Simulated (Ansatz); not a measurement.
Fe3Ge (Fm-3m, No. 225, 4 atoms in the cell; start mp-20711)

Calculation: r²SCAN+rVV10 (Ansatz, a first-principles code, plane waves, PAW).

Numerical settings: plane-wave cutoff 560 eV, 16×16×16 k mesh, Fermi–Dirac smearing 0.05 eV, spin-polarised start, scalar-relativistic PAW data made under PBE.

Cell (relaxed at this level):

Fe3Ge is taken in the cubic space group Fm-3m (No. 225), Pearson symbol cF16. Cell: a = b = c = 5.7307 Å, α = β = γ = 90.00°. Fe1 on 4b sees 8 Fe at 2.481 Å and 6 Ge at 2.865 Å. Fe2 on 8c is surrounded by 4 Ge at 2.481 Å and 4 Fe at 2.481 Å and 6 Fe at 2.865 Å. Ge on 4a is coordinated by 8 Fe at 2.481 Å and 6 Fe at 2.865 Å. (Neighbours: up to the widest gap in distance over summed covalent radii, below 1.35, at either atom; cation-cation and far metal-metal contacts left out.)
(The calculation used a cell of 4 atoms; values per cell refer to that cell.)

For Fe3Ge (Fm-3m, No. 225, 4 atoms in the cell; start mp-20711), the band gap is zero (no gap).

Note: the magnetic order was assumed, not searched for or taken from measurement; the relaxation could not lower the start's symmetry, so the cell can be a saddle point above a distorted one.

Spin–orbit coupling is not included.

Static lattice: no zero-point or thermal effects.

It cost very roughly 8 core-minutes of CPU time.

A start named mp-… is a Materials Project structure, which need not be a measured phase.
